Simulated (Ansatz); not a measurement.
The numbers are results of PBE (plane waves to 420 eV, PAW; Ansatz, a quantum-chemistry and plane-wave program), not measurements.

Plane-averaged electrostatic potential energy along the normal, in eV from the highest filled level, for a constructed model of the (111)B surface of 3C silicon carbide (in the relaxation 3 C–C bonds formed), C-terminated, (√3x√3)R30° C adatom at T4 (bottom of the slab: 3 H on 3 bottom sites):

(z (Å), V (eV)): (3.72, 4.83); (4.01, 4.83); (4.30, 4.83); (4.58, 4.83); (4.87, 4.83); (5.16, 4.83); (5.44, 4.83); (5.73, 4.82); (6.02, 4.82); (6.30, 4.81); (6.59, 4.80); (6.88, 4.75); (7.16, 4.65); (7.45, 4.39); (7.73, 3.79); (8.02, 1.91); (8.31, 0.89); (8.59, 1.42); (8.88, -0.80); (9.17, -6.10); (9.45, -11.58); (9.74, -14.67); (10.03, -16.11); (10.31, -13.87); (10.60, -7.72); (10.89, -1.72); (11.17, 0.11); (11.46, -2.05); (11.74, -7.47); (12.03, -12.46); (12.32, -15.13); (12.60, -16.09); (12.89, -12.96); (13.18, -6.54); (13.46, -1.00); (13.75, 0.01); (14.04, -2.76); (14.32, -8.53); (14.61, -13.58); (14.90, -15.99); (15.18, -15.43); (15.47, -11.22); (15.76, -5.70); (16.04, -1.55); (16.33, -1.24); (16.61, -3.60); (16.90, -6.91); (17.19, -10.43); (17.47, -13.24); (17.76, -15.71); (18.05, -14.29); (18.33, -8.41); (18.62, -3.27); (18.91, -0.30); (19.19, 2.38); (19.48, 4.21); (19.77, 4.92); (20.05, 5.21); (20.34, 5.32); (20.62, 5.37); (20.91, 5.39); (21.20, 5.40); (21.48, 5.40); (21.77, 5.40); (22.06, 5.40); (22.34, 5.40); (22.63, 5.40); (22.92, 5.40); (23.20, 5.40)

Model: 28-atom slab, 11.0 Å thick at the start with caps and adatoms (thin: gaps and levels are the slab's own), 6x6x1 mesh, Fermi-Dirac 0.025 eV, dipole correction, 6 atoms held, the rest relaxed; symmetry of the start imposed; spin-polarised, ending with about 1.0 μB a cell; orders that need a larger cell were not tried, no spin-orbit, no U. In PBE it is, or lies within 0.01 eV a 1x1 cell of, the lowest of the 2 structures of its composition computed so far; subsurface sites and larger cells were not tried.

Problem. The surface cell has an area of 24.92 Å². What dipole along the normal does the step between the two vacuum levels imply?

Solution. the top vacuum level lies 0.58 eV above the bottom one; p = −ε₀ A ΔV (ε₀ = 0.005526 e/(V·Å)) gives -0.08 e·Å a cell.
